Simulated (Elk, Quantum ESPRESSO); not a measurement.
An Elk input for a self-consistent single point of BP (F-43m, 2 atoms in the cell) (DFT, PBE, all-electron FP-LAPW, Elk's shipped species files, default APW+lo basis):

```
tasks
  0

xctype
  20

rmtscf
  0.87

stype
  0

swidth
  0.0001

maxscl
  100

avec
    0.0000000000    4.1966074015    4.1966074015
    4.1966074015    0.0000000000    4.1966074015
    4.1966074015    4.1966074015    0.0000000000

atoms
  2
  'B.in'
  1
  0.0000000000  0.0000000000  0.0000000000    0.0 0.0 0.0
  'P.in'
  1
  0.2500000000  0.2500000000  0.2500000000    0.0 0.0 0.0

ngridk
  10 10 10
```

Q: Write the same calculation as an input for Quantum ESPRESSO.

A: This is the input that was run; spellings and numerical settings could be chosen otherwise.

```fortran
&CONTROL
   calculation = 'scf'
   prefix = 'pwscf'
   outdir = './tmp'
   pseudo_dir = './'
   tprnfor = .true.
   tstress = .true.
/
&SYSTEM
   ibrav = 2
   A = 4.4414980000
   nat = 2
   ntyp = 2
   ecutwfc = 80
   occupations = 'fixed'
   nbnd = 12
/
&ELECTRONS
   conv_thr = 1.0d-8
/
ATOMIC_SPECIES
B     10.8100  B.upf
P     30.9738  P.upf
ATOMIC_POSITIONS {angstrom}
B     0.0000000000    0.0000000000    0.0000000000
P    -1.1103745000    1.1103745000    1.1103745000
K_POINTS {automatic}
10 10 10  0 0 0
```

Basis, cutoffs, solver keys and any potentials are the target program's own. This input uses DFT, PBE, plane waves, PseudoDojo standard norm-conserving (PBE) pseudopotentials. Both were run: gap on the mesh 1.182 eV in Elk and 1.165 in Quantum ESPRESSO.

On Elk: the starting cell comes from a database of computed structures (which also holds hypothetical and non-ambient phases and stackings), without a prior relaxation at this level. For this run, on top of that: lattice scaled by 0.98. Values depend on the basis (sphere radii, cutoffs, local orbitals), which need not be converged.

On Quantum ESPRESSO: the starting cell comes from a database of computed structures (which also holds hypothetical and non-ambient phases and stackings), without a prior relaxation at this level. For this run, on top of that: lattice scaled by 0.98. With a pressure of about 13 GPa the cell is away from its equilibrium volume at this level.
